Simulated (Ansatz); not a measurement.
Amorphous silicon oxide (Si24O47), 71 atoms at 2.20 g/cm³, one PBE-relaxed geometry, zone centre. Methods: PBE, scalar-relativistic without spin-orbit coupling (Ansatz, an electronic-structure program); r2SCAN, scalar-relativistic without spin-orbit coupling (Ansatz); HSE06, scalar-relativistic without spin-orbit coupling (Ansatz). Plane waves to 420 eV (r2SCAN 500 eV); exact exchange is cut at the cell's faces. The usual formal charges leave 2 electrons over, so the level spacing at the Fermi energy parts defect or band states and needn't be the band gap. At PBE the levels at the filled edge of the gap are localised (band-tail or defect states), and the nearest spread-out levels lie 5.2 eV apart at the zone centre. The higher rungs were started with moments on some atoms, which died out.

Preparation: random packing, a CHGNet melt and quench, and a DFT relaxation. O atoms were pushed apart under 1.9 Å during the dynamics, to hinder bonds among them. The hot cell started wider than the set density and was brought back towards it in steps. It is the lowest in DFT energy of 2 quenches. It is a model cell: composition and starting density were chosen by hand, and all elements were melted together. No dispersion term was used. Its density started from a set value of 2.20 and ended at 2.20 g/cm³. The quench (nominally 400 K/ps over its main leg) was far faster than any real one, so the model tends to hold more defects than a real film. Values belong to this one cell and scatter from quench to quench. The volume was held where the preparation left it, at a PBE pressure of -0.2 GPa (tension). Stress components on the final sampling reach 1.4 GPa. On a 2×2×2 Γ-centred mesh force components of up to 0.25 eV/Å stay, since the relaxation ran on the zone centre alone.

The relaxation ran on the zone centre alone. At PBE the level spacing at the Fermi energy is 1.48 eV on a 2×2×2 Γ-centred mesh, and the spacing at the zone centre alone 1.67 eV.

What zone-centre spacing does r2SCAN give, roughly?

2.00 eV (+0.33 eV against PBE).

What zone-centre spacing does HSE06 give, roughly?

2.63 eV (+0.95 eV against PBE).

The highest filled and the lowest empty state spread over these numbers of atoms (participation numbers): PBE: 3.4 and 42.6; r2SCAN: 3.2 and 44.7; HSE06: 3.1 and 45.8.
